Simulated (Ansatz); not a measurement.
Take SiC in the zinc blende structure (space group F-43m, No. 216; a = 4.356 Å) as the base. Axes: x, y, z lie along the cube axes.

Calculations: Kohn–Sham DFT with the r2SCAN functional, run in Ansatz (a program for electronic structure) with PAW and 500 eV plane waves, scalar-relativistic without spin-orbit coupling.

Before the change:

The volume per atom is 10.33 Å³ and the valley order comes out as X along ⟨100⟩ 1.71 eV.

Now apply this change: tensile biaxial strain of 1.26 % in the plane normal to [001], as in epitaxy on a mismatched substrate; the out-of-plane cell vector and the atoms relax.

### Question
What does the calculation give for the volume per atom after the change?

### Answer
The volume per atom increases by 0.174 Å³, from 10.33 Å³ to 10.51 Å³.

### Question
What does the calculation give for the valley order after the change?

### Answer
The valley order (the lowest conduction-band minima on the path, energy above the VBM, named in the base's zone) becomes X along [001] 1.50 eV; X along [100] 1.70 eV (base: X along ⟨100⟩ 1.71 eV).

The levels and masses belong to the bands next to the band gap. Whether these cells are dynamically stable was not tested.
